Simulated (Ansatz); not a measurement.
# Amorphous Ti20O43Lu2

It comes from a melt-quench run on a machine-learned potential (CHGNet), relaxed afterwards by DFT. O atoms were pushed apart under 1.9 Å during the dynamics, to hinder bonds among them. The hot cell started wider than the set density and was brought back towards it in steps. It is the lowest in DFT energy of 2 quenches. It is a model cell: composition and starting density were chosen by hand, and all elements were melted together. No dispersion term was used.

Methods: PBE, scalar-relativistic without spin-orbit coupling (Ansatz, a program for electronic structure); r2SCAN, scalar-relativistic without spin-orbit coupling (Ansatz); HSE06, scalar-relativistic without spin-orbit coupling (Ansatz). Geometry, pressure, stress and energy are those of the PBE run. Its sampling: a 2×2×2 Γ-centred mesh; Fermi-Dirac width 0.02 eV; no spin polarisation. Other functionals are single points at the zone centre (r2SCAN at 500 eV; exact exchange cut at the cell's faces), free to take moments where seeds were set. At PBE the levels at the empty edge of the gap are localised (band-tail or defect states).

| Property | Result |
|---|---|
| Number of atoms in the cell | 65 |
| Density (volume relaxed, without dispersion) | 3.98 g/cm³ |
| Volume per atom | 86.5 bohr³ |
| Pressure on a 2×2×2 Γ-centred mesh | -0.02 GPa |
| Largest force and stress component on that mesh (the relaxation ran on the zone centre alone) | 0.07 eV/Å and 0.1 GPa |
| Level gap on a 2×2×2 Γ-centred mesh (PBE) | 2.68 eV |
| Level gap at the zone centre (PBE) | 2.71 eV |
| Level gap at the zone centre (r2SCAN) | 3.06 eV |
| Level gap at the zone centre (HSE06) | 4.27 eV |

Cut-offs for bonds: Ti-Ti 3.12 Å, Ti-O 2.44 Å, Ti-Lu 3.62 Å, O-O 1.58 Å, O-Lu 2.78 Å, Lu-Lu 4.11 Å. Two cations that share two anions don't count as bonded, nor two that share one unless they lie closer than Ti-Ti 3.04 Å, Ti-Lu 3.52 Å, Lu-Lu 4.00 Å.

- Mean coordination of Ti by anions = 5.15 (2 with 4, 13 with 5, 5 with 6); 1 close contacts or bonds to cations besides
- Mean coordination of O = 2.70 (14 with 2, 28 with 3, 1 with 4)
- Mean coordination of Lu by anions = 6.50 (1 with 6, 1 with 7); 1 close contacts or bonds to cations besides
- Mean Ti-O bond = 1.948 Å (spread 0.132 Å, 103 counted)
- Mean O-Lu bond = 2.288 Å (spread 0.102 Å, 13 counted)

Its density started from a set value of 4.11 g/cm³. The simulated quench (nominally 360 K/ps over its main leg) is rapid and tends to freeze in more defects than a deposited or slowly cooled glass has. A cell of this size samples the disorder only roughly. Volume and shape were free in the relaxation.
